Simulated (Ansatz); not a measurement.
# MgInGaO4 (space group R3m, No. 160; a hypothetical phase, not in the database extracts checked)

```
CELL_PARAMETERS angstrom
      1.67187     0.96525     8.43314
     -1.67187     0.96525     8.43314
      0.00000    -1.93051     8.43314
ATOMIC_POSITIONS crystal
  In 0.99797 0.99797 0.99797
  Ga 0.21237 0.21237 0.21237
  Mg 0.78448 0.78448 0.78448
  O  0.13509 0.13509 0.13509
  O  0.87603 0.87603 0.87603
  O  0.28857 0.28857 0.28857
  O  0.70549 0.70549 0.70549
```

Computed with Kohn–Sham DFT with the PBEsol functional, run in Ansatz (a first-principles code) with PAW and 420 eV plane waves, spin-orbit coupling left out. Γ-centred 11×11×11 mesh, Fermi–Dirac width 0.05 eV.

```yaml
volume_per_atom: 11.67 Å³
density: 5.55 g/cm³
band_gap: 2.07 eV, indirect, Γ–S₀ (36 % along) → Γ
electron_mass: 0.24 mₑ
Lowest conduction-band minima above the VBM: Γ 2.07 eV
total_energy: -1918.323 eV/atom (σ→0; compares only within this code and set-up)
```

Effective masses come from finite differences of ±0.01 Å⁻¹. Whether these cells are dynamically stable was not tested.
